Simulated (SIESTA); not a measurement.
SIESTA 5.4.2, DFT, PBE, numerical atomic orbitals DZP, PseudoDojo PBE standard norm-conserving (rewritten from UPF to PSML): diamond-structure Ge with 2 Si on Ge sites, atoms displaced (Ge14Si2), unrelaxed at the host's lattice constant, 16 atoms. Basis and mesh were picked for this test and aren't claimed converged.

```text
SystemLabel siesta
NumberOfAtoms 16
NumberOfSpecies 2
%block ChemicalSpeciesLabel
  1 32 Ge
  2 14 Si
%endblock ChemicalSpeciesLabel
LatticeConstant 1.0 Ang
%block LatticeVectors
     0.000000000    5.658000000    5.658000000
     5.658000000    0.000000000    5.658000000
     5.658000000    5.658000000    0.000000000
%endblock LatticeVectors
AtomicCoordinatesFormat Fractional
%block AtomicCoordinatesAndAtomicSpecies
     0.015930000    0.995824000    0.990070000 1
     0.119708000    0.127872000    0.131176000 1
     0.990352000    0.994855000    0.505159000 1
     0.118056000    0.131239000    0.631582000 1
     0.998560000    0.489354000    0.001049000 1
     0.003762000    0.497140000    0.502159000 1
     0.126363000    0.610662000    0.633402000 1
     0.491584000    0.001095000    0.004904000 1
     0.502081000    0.993733000    0.497782000 1
     0.622813000    0.131879000    0.617555000 1
     0.503160000    0.498034000    0.005890000 1
     0.622496000    0.620892000    0.133282000 1
     0.501928000    0.498567000    0.501403000 1
     0.622492000    0.630191000    0.626589000 1
     0.128669000    0.630357000    0.116039000 2
     0.617057000    0.128438000    0.127432000 2
%endblock AtomicCoordinatesAndAtomicSpecies
XC.functional GGA
XC.authors PBE
PAO.BasisSize DZP
PAO.EnergyShift 0.01 Ry
MeshCutoff 300 Ry
%block kgrid.MonkhorstPack
  6 0 0 0.0
  0 6 0 0.0
  0 0 6 0.0
%endblock kgrid.MonkhorstPack
ElectronicTemperature 300 K
MaxSCFIterations 200
SCF.Mixer.Method Pulay
SCF.Mixer.Weight 0.25
SCF.Mixer.History 6
SCF.DM.Tolerance 1.0E-04
WriteForces true
UseTreeTimer true
Diag.ParallelOverK true
```

```bash
OMP_NUM_THREADS=6 mpirun -np 8 siesta input.fdf
```

The program reports k-points: 132, basis orbitals: 278, electrons: 204, real-space mesh: 72×72×72.

Hardware: AMD EPYC (Zen 5), 96 cores on 1 socket, no SMT, 12 L3 cache groups.

On 8 ranks × 6 threads this takes 11 s. Times are wall-clock medians of two to five runs, from launch to exit, with nothing else on the machine. Processes are pinned to neighbouring cores unless said otherwise. The build: conda-forge: Open MPI, OpenBLAS, ScaLAPACK, ELSI, no OpenMP; another build can shift the numbers. Scratch files lie in a memory file system.

Question: Make this run faster without changing its result beyond 1.0 meV/atom in energy, 10 meV/Å in forces (largest component), 0.050 GPa in pressure. Keep to 48 cores.

Answer: Several could match; the one computed here: going from 8 ranks × 6 threads to 48 ranks, the fastest among the values tried that keep the result.

```diff
-OMP_NUM_THREADS=6 mpirun -np 8 siesta input.fdf
+OMP_NUM_THREADS=1 mpirun -np 48 siesta input.fdf
```

Time: 11 s to 5.2 s (2.1× as fast). The largest move is in solving for the density matrix (compute_dm): 6.5 s to 2.6 s. What the program resolved moves too: BlockSize from 35 to 5, ProcessorY from 4 to 6. These two results differ by: energy equal as printed, forces (largest component) under 0.001 meV/Å, pressure equal as printed. Others tried: 24 ranks × 2 threads (5.8 s); 16 ranks × 3 threads (7.3 s); 12 ranks × 4 threads (7.8 s); 6 ranks × 8 threads (13 s); 4 ranks × 12 threads (20 s); 3 ranks × 16 threads (26 s); 2 ranks × 24 threads (38 s).
